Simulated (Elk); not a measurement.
Input and output of a self-consistent single point for TiAl (P4/mmm, 2 atoms in the cell) (Elk).

Level of theory: PBEsol, all-electron FP-LAPW, Elk's shipped species files, APW+lo basis with extra local orbitals (Elk).

```xyz
2
Lattice="2.7762 0.0000 0.0000 0.0000 2.7762 0.0000 0.0000 0.0000 4.0164" Properties=species:S:1:pos:R:3 pbc="T T T"
Ti     1.3881     1.3881     2.0082
Al     0.0000     0.0000     0.0000
```

Reference input (self-consistent single point, DFT, PBE, all-electron FP-LAPW, Elk's shipped species files, APW+lo basis with extra local orbitals): xctype = 20; rgkmax = 7.5; stype = 3; swidth = 0.00367493 Ha; ngridk = 12 12 8; tforce = true; gmaxvr = 18 1/bohr; lmaxapw = 10; lmaxo = 8; nxlo = 2; lorbcnd = true; lradstp = 2. This run's input differs from it in these lines:

```diff
@@ -4,3 +4,3 @@
 xctype
-  20
+  22
```

Output, abridged:

```
│ Self-consistent loop started │
│ Loop number : 1 │
 total energy                :     -1095.60503966
│ Loop number : 2 │
 total energy                :     -1095.64027835
RMS change in Kohn-Sham potential (target) :   0.3818657501     (  0.1000000000E-05)
Absolute change in total energy (target)   :   0.3523869147E-01 (  0.1000000000E-03)
│ Loop number : 3 │
 total energy                :     -1095.36453616
RMS change in Kohn-Sham potential (target) :   0.3290711639     (  0.1000000000E-05)
Absolute change in total energy (target)   :   0.2669325162     (  0.1000000000E-03)
│ Loop number : 4 │
   [... lines left out ...]
Absolute change in total energy (target)   :   0.6211796335E-04 (  0.1000000000E-03)
│ Loop number : 12 │
 total energy                :     -1095.26224999
RMS change in Kohn-Sham potential (target) :   0.3406202528E-05 (  0.1000000000E-05)
Absolute change in total energy (target)   :   0.2034706426E-04 (  0.1000000000E-03)
│ Loop number : 13 │
 total energy                :     -1095.26217350
RMS change in Kohn-Sham potential (target) :   0.3096480926E-06 (  0.1000000000E-05)
Absolute change in total energy (target)   :   0.7140686466E-04 (  0.1000000000E-03)
Convergence targets achieved

│ Loop number : 14 │

Energies :
 Fermi                       :     0.312119135253
 total energy                :     -1095.26217104

Density of states at Fermi energy :    46.54685913
 (states/Hartree/unit cell)

Estimated indirect band gap :   0.8768404169E-03
 from k-point     59 to k-point     48
Estimated direct band gap   :   0.1252643509E-01
 at k-point     24

Charges :
 core                        :    14.00000000
 valence                     :    21.00000000
 interstitial                :    3.206893037
 muffin-tins (core leakage)
  species :    1 (Ti)
   atom    1                 :    20.45248916     (  0.5863149966E-09)
  species :    2 (Al)
   atom    1                 :    11.34061780     (  0.4920233506E-03)
 total in muffin-tins        :    31.79310696
   [... lines left out ...]
   total force               :     0.00000000    0.00000000    0.00000000
   total magnitude           :     0.00000000
 species :    2 (Al)
  atom :    1
   Hellmann-Feynman          :     0.00000000    0.00000000    0.00000000
   IBS                       :     0.00000000    0.00000000    0.00000000
   total force               :     0.00000000    0.00000000    0.00000000
   total magnitude           :     0.00000000
```

The run converged in 14 iterations. The count includes the last loop, which Elk runs after its targets are met. 

The starting cell comes from a database of computed structures (which also holds hypothetical and non-ambient phases and stackings), without a prior relaxation at this level. Its lattice was rescaled by a random factor within 2.5 % of one. Spin polarisation is off. Values depend on the basis (sphere radii, cutoffs, local orbitals), which need not be converged. The log's line on a gap gives a spacing of levels on this mesh, which the program prints for metals too.
